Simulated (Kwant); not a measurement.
Model system: wire with a side stub in a GaAs two-dimensional gas. Effective mass 0.067 mₑ, grid spacing 1.3 nm, hard walls, nominal width 40 nm (31 grid rows, so walls 41.6 nm apart), one parabolic valley, scattering region 120 nm long along x; energies count from the band bottom; Fermi energy swept from 0.0028062 to 0.033324 eV. Closed stub on one side, 52 nm wide and 23 nm deep.

Constants are typed, rounded textbook-type inputs, not results; the design itself was drawn at random and stands for no fabricated device.

Computed with Kwant: effective-mass tight-binding model on a square grid, one spin, coherent transport at 0 K. Conductance is in e²/h.

Question: How many channels do the leads carry at E = 21.3, 24.3, 32.8 meV?

Answer: The hard-wall thresholds are n² ħ²π²/(2mW²) = n² × 3.24 meV with W = 41.6 nm. √(21.3/3.24) = 2.56, so 2. √(24.3/3.24) = 2.74, so 2. √(32.8/3.24) = 3.18, so 3.
